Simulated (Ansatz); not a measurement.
Worked example: zone-centre phonon calculation of Hf (P6_3/mmc, 2 atoms in the cell) in Ansatz (a quantum-chemistry and plane-wave program).

Level of theory: PBE, PAW files (plane waves; Ansatz).

```yaml
crystal:
  lattice:
    - [1.57857, -2.73417, 0.00000]
    - [1.57857, 2.73417, 0.00000]
    - [0.00000, 0.00000, 4.99798]
  atoms:
    - { symbol: Hf, position: [0.33333, 0.66667, 0.25000] }
    - { symbol: Hf, position: [0.66667, 0.33333, 0.75000] }
```

Reference input (self-consistent single point, DFT, PBE, plane waves, PAW files): kpoints.mp_grid.grid = 8 8 5; hamiltonian.xc = pbe; hamiltonian.pseudopotentials = {kind: paw} (an earlier, softer set of the program's PAW files); scf.occupations.method = gaussian; scf.occupations.width = 0.0073 Ry. This run's input differs from it in these lines:

```diff
@@ -15,6 +15,4 @@
   occupations: { method: gaussian, width: 0.0073 Ry }
-output:
-  forces: true
-  eigenvalues: true
-  stress: true
+phonons:
+  method: dfpt
```

Output, abridged:

```
SCF iter   1: F=—  HF=-31444.608835 eV  |F-HF|=—  |Δ(HF+E_count)|=         —  Δρ=3.62e-2  dr2=6.64e-1  ethr=3.10e-3  ⟨swp⟩=5.1  Hψ=7009  notcnv=0
all-band conjugate gradients solve this SCF's bands
preconditioner: auto → Kerker (q_TF=auto, 2.815 Å⁻¹)
SCF iter   2: F=—  HF=-31444.480261 eV  |F-HF|=—  |Δ(HF+E_count)|=   1.29e-1  Δρ=2.31e-2  dr2=2.66e-1  ethr=1.28e-3  ⟨swp⟩=3.0  Hψ=4038  notcnv=0  defer=74
   [... lines left out ...]
SCF iter   7: F=—  HF=-31444.392861 eV  |F-HF|=—  |Δ(HF+E_count)|=   2.40e-6  Δρ=1.94e-5  dr2=1.12e-7  ethr=4.20e-9  ⟨swp⟩=2.7  Hψ=3759  notcnv=0  defer=74
SCF iter   8: F=—  HF=-31444.392861 eV  |F-HF|=—  |Δ(HF+E_count)|=   3.20e-8  Δρ=3.14e-6  dr2=2.96e-9  ethr=2.16e-10  ⟨swp⟩=2.5  Hψ=3603  notcnv=0  defer=74
SCF iter   9: F=—  HF=-31444.392861 eV  |F-HF|=—  |Δ(HF+E_count)|=  2.91e-10  Δρ=4.16e-7  dr2=4.38e-11  ethr=5.70e-12  ⟨swp⟩=2.4  Hψ=3464  notcnv=0  defer=74
SCF iter  10: F=-31444.392861 eV  HF=-31444.392861 eV  |F-HF|=0.00e0  |Δ(HF+E_count)|=  2.18e-11  Δρ=1.02e-7  dr2=2.37e-12  ethr=1.00e-12  ⟨swp⟩=12.8  Hψ=12695  notcnv=0
SCF 1 converged in 10 iterations: F = -31444.392861 eV  dr2 = 2.37e-12
DFPT response loops at Γ: preconditioner auto → Kerker (q_TF=auto, 2.815 Å⁻¹) (partly filled bands, converged f_vac=0.000) …
Free energy (F): -31444.392861 eV
Internal energy: -31444.386359 eV  (E = F + TS)
E sigma→0 (E₀):  -31444.389610 eV
Entropy (-TS):   -0.006502 eV (-3.251 meV/atom)
Fermi energy:    18.972402 eV
--- Phonons (Γ-DFPT): 2 representative perturbations + reference, on 63 of 320 k-points (Σ response iterations 6) ---
  k mesh reduced under 4 symmetry operations, with k and −k counted as one. Each operation leaves every solved displacement unchanged or reverses it
  ASR residual: 2.233e-5 → 0.000e0 eV/Å²; symmetrization residual: 7.418e-12 eV/Å²
  ASR residual per site (eV/Å²): 2.23e-5 2.23e-5
  Γ frequencies (cm⁻¹): 0.00 0.00 0.00 83.24 83.24 109.03
  non-analytic LO–TO correction: not included (Born effective charges unavailable; polar crystals: no LO–TO splitting at Γ)
```

The run converged in 10 iterations. 

Summary of the result:
- Free energy E − TS (on the zero of these files): -31444.3929 eV
- Fermi level (on the code's own zero): 18.97 eV
- Zone-centre frequencies (cm⁻¹; negative means imaginary): 0, 0, 0, 83, 83, 109

The starting cell has typed, rounded lattice constants, without a prior relaxation at this level. Its lattice was rescaled by a random factor within 2.5 % of one.

Keys are those of Ansatz 0.2.
